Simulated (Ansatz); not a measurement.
For rock-salt GaAs (model structure), LDA (Ansatz, a first-principles code, plane waves, PAW) gives:

- lattice constant a = 5.256 Å
- enthalpy of formation = -0.045 eV/atom

**Question.** What does rVV10 (Ansatz, plane waves, PAW) give for the same quantities?

**Answer.** 
- lattice constant a: 5.473 Å (rises by 4.1 %)
- formation enthalpy: 0.009 eV/atom (moves by +0.054 eV/atom)

Changes are worked out from the printed values.

Unless a cell is named, each level is at its own relaxed cell (LDA 18.16, rVV10 20.49 Å³/atom).

Ansatz's density-functional and Hartree–Fock values are scalar-relativistic unless marked +SOC, with PAW data made under PBE.

A model structure was made by putting elements into a prototype or built by hand; it is no filed structure, need not be a known phase, and can be a saddle point held by its symmetry.
